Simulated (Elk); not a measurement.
**Elk run on InSb (F-43m, 2 atoms in the cell): self-consistent single point**

Computed with PBEsol, all-electron FP-LAPW, Elk's shipped species files, default APW+lo basis (Elk).

This input was run:

```
tasks
  0

xctype
  22

rgkmax
  7.0

stype
  3

swidth
  0.00367493

avec
    0.0000000000    6.2674845622    6.2674845622
    6.2674845622    0.0000000000    6.2674845622
    6.2674845622    6.2674845622    0.0000000000

sppath
  'species/'

atoms
  2   : nspecies
  'In.in'   : spfname
  1   : natoms; atposl, bfcmt below
  0.0000000000  0.0000000000  0.0000000000    0.0 0.0 0.0
  'Sb.in'   : spfname
  1   : natoms; atposl, bfcmt below
  0.2500000000  0.2500000000  0.2500000000    0.0 0.0 0.0

ngridk
  6 6 6
```

Log, with long lists cut:

```
│ Elk code version 10.2.4 │

All units are atomic (Hartree, Bohr, etc.)

│ Ground-state run starting from atomic densities │

Lattice vectors :
   0.000000000       6.267484562       6.267484562
   6.267484562       0.000000000       6.267484562
   6.267484562       6.267484562       0.000000000

Unit cell volume      :    492.3906691
Brillouin zone volume :   0.5037670878

Muffin-tin inner radius fraction :   0.1000000000E-01

Nuclei treated as point charges

Species :    1 (In)
 parameters loaded from : In.in
 name : indium
 nuclear charge    :   -49.00000000
 electronic charge :    49.00000000
 atomic mass :    209300.4100
 muffin-tin radius :    2.600000000
 number of radial points in muffin-tin :    597
 atomic positions (lattice), magnetic fields (Cartesian) :
   1 :   0.00000000  0.00000000  0.00000000    0.00000000  0.00000000  0.00000000

Species :    2 (Sb)
 parameters loaded from : Sb.in
 name : antimony
 nuclear charge    :   -51.00000000
 electronic charge :    51.00000000
 atomic mass :    221954.9019
 muffin-tin radius :    2.600000000
 number of radial points in muffin-tin :    597
 atomic positions (lattice), magnetic fields (Cartesian) :
   1 :   0.25000000  0.25000000  0.25000000    0.00000000  0.00000000  0.00000000

Total number of atoms per unit cell :    2

Spin treatment :
 spin-unpolarised

Number of Bravais lattice symmetries :   48
Number of crystal symmetries         :   24
Crystal has no inversion symmetry
Complex Hermitian eigensolver will be used

k-point grid :      6     6     6
k-point offset :    0.000000000       0.000000000       0.000000000
k-point set is reduced with full crystal symmetry group
Total number of k-points :       22

Muffin-tin radius times maximum |G+k| :    7.000000000
 using average radius
Maximum |G+k| for APW functions       :    2.692307692
Maximum (1/2)|G+k|²                   :    3.624260355
Maximum |G| for potential and density :    12.00000000
 potential will be trimmed for |G| > 2 gkmax
Constant for pseudocharge density :    8
Radial integration step length :    4

G-vector grid sizes :     35    35    35
Number of G-vectors :    14331

Maximum angular momentum used for
 APW functions                      :    8
 outer part of muffin-tin           :    6
 inner part of muffin-tin           :    1

Total nuclear charge    :   -100.0000000
Total core charge       :    66.00000000
Total valence charge    :    34.00000000
Total excess charge     :    0.000000000
Total electronic charge :    100.0000000

Effective Wigner radius, rₛ :    1.055375647

Number of empty states         :    8
Total number of valence states :   25
Total number of core states    :   66

Total number of local-orbitals :   32

Exchange-correlation functional :     22     0     0
 PBEsol, Phys. Rev. Lett. 100, 136406 (2008)
 gradient requirement :    1
 generalised gradient approximation (GGA)

Smearing type :    3
 Fermi-Dirac
Smearing width :   0.3674930000E-02
Effective electronic temperature (K) :    1160.451112

Mixing type :    3
 Broyden mixing, J. Phys. A: Math. Gen. 17, L317 (1984)

Kohn-Sham potential initialised from atomic data

│ Self-consistent loop started │
│ Loop number : 1 │
 total energy                :     -12366.0418937
│ Loop number : 2 │
 total energy                :     -12366.0505714
RMS change in Kohn-Sham potential (target) :   0.9645341546E-01 (  0.1000000000E-05)
Absolute change in total energy (target)   :   0.8677728900E-02 (  0.1000000000E-03)
│ Loop number : 3 │
 total energy                :     -12365.9589725
RMS change in Kohn-Sham potential (target) :   0.9347499034E-01 (  0.1000000000E-05)
Absolute change in total energy (target)   :   0.8942945675E-01 (  0.1000000000E-03)
│ Loop number : 4 │
 total energy                :     -12364.5429749
RMS change in Kohn-Sham potential (target) :   0.6492540590E-01 (  0.1000000000E-05)
Absolute change in total energy (target)   :    1.438355009     (  0.1000000000E-03)
│ Loop number : 5 │
 total energy                :     -12362.6735612
RMS change in Kohn-Sham potential (target) :   0.2568302127E-01 (  0.1000000000E-05)
Absolute change in total energy (target)   :    2.229002448     (  0.1000000000E-03)
│ Loop number : 6 │
 total energy                :     -12361.8213802
RMS change in Kohn-Sham potential (target) :   0.6982717507E-02 (  0.1000000000E-05)
Absolute change in total energy (target)   :    1.409431567     (  0.1000000000E-03)
│ Loop number : 7 │
 total energy                :     -12361.5169007
RMS change in Kohn-Sham potential (target) :   0.1882590244E-03 (  0.1000000000E-05)
Absolute change in total energy (target)   :   0.6568374384     (  0.1000000000E-03)
│ Loop number : 8 │
 total energy                :     -12361.5172740
RMS change in Kohn-Sham potential (target) :   0.7484477917E-04 (  0.1000000000E-05)
Absolute change in total energy (target)   :   0.1638360294     (  0.1000000000E-03)
│ Loop number : 9 │
 total energy                :     -12361.5189587
RMS change in Kohn-Sham potential (target) :   0.3059977742E-04 (  0.1000000000E-05)
Absolute change in total energy (target)   :   0.3927432335E-01 (  0.1000000000E-03)
│ Loop number : 10 │
 total energy                :     -12361.5190278
RMS change in Kohn-Sham potential (target) :   0.1386443331E-04 (  0.1000000000E-05)
Absolute change in total energy (target)   :   0.9749468560E-02 (  0.1000000000E-03)
│ Loop number : 11 │
 total energy                :     -12361.5181791
RMS change in Kohn-Sham potential (target) :   0.3044905838E-05 (  0.1000000000E-05)
Absolute change in total energy (target)   :   0.3286069919E-02 (  0.1000000000E-03)
│ Loop number : 12 │
 total energy                :     -12361.5180667
RMS change in Kohn-Sham potential (target) :   0.8912796461E-06 (  0.1000000000E-05)
Absolute change in total energy (target)   :   0.9339688513E-03 (  0.1000000000E-03)
│ Loop number : 13 │
 total energy                :     -12361.5180202
RMS change in Kohn-Sham potential (target) :   0.3636025769E-06 (  0.1000000000E-05)
Absolute change in total energy (target)   :   0.2799350295E-03 (  0.1000000000E-03)
│ Loop number : 14 │
 total energy                :     -12361.5180074
RMS change in Kohn-Sham potential (target) :   0.4503737345E-07 (  0.1000000000E-05)
Absolute change in total energy (target)   :   0.8283375792E-04 (  0.1000000000E-03)
Convergence targets achieved

│ Loop number : 15 │

Energies :
 Fermi                       :     0.123074795794
 sum of eigenvalues          :     -7474.75695339
 electron kinetic            :      13015.0308525
 core electron kinetic       :      12657.0133152
 Coulomb                     :     -25051.2539271
 Coulomb potential           :     -20062.2292272
 nuclear-nuclear             :     -917.816863200
 electron-nuclear            :     -28204.6449007
 Hartree                     :      4071.20783675
 Madelung                    :     -15020.1393135
 xc potential                :     -427.558578700
 exchange                    :     -319.259450149
 correlation                 :     -6.03528610777
 electron entropic           :    -0.195025118454E-03
 total energy                :     -12361.5180059

Density of states at Fermi energy :    3.620471911
 (states/Hartree/unit cell)

Estimated indirect band gap :   0.1276142106E-01
 from k-point      1 to k-point      4
Estimated direct band gap   :   0.3821456660E-01
 at k-point      2

Charges :
 core                        :    66.00000000
 valence                     :    34.00000000
 interstitial                :    3.609756524
 muffin-tins (core leakage)
  species :    1 (In)
   atom    1                 :    47.34850559     (  0.1316944187E-03)
  species :    2 (Sb)
   atom    1                 :    49.04173789     (  0.7977465292E-03)
 total in muffin-tins        :    96.39024348
 total calculated charge     :    99.99564833
 total charge                :    100.0000000
 error                       :   0.4351674247E-02

│ Self-consistent loop stopped │
```

The run converged in 15 iterations. The count includes the last loop, which Elk runs after its targets are met.

The starting cell comes from a database of computed structures (which also holds hypothetical and non-ambient phases and stackings), without a prior relaxation at this level. Spin-orbit coupling is off. Values depend on the basis (sphere radii, cutoffs, local orbitals), which need not be converged. The run gives no clean gap (levels at the Fermi energy touch, overlap or are partly filled at this smearing), which alone does not show that the compound is a metal. The log's line on a gap gives a spacing of levels on this mesh, which the program prints for metals too.
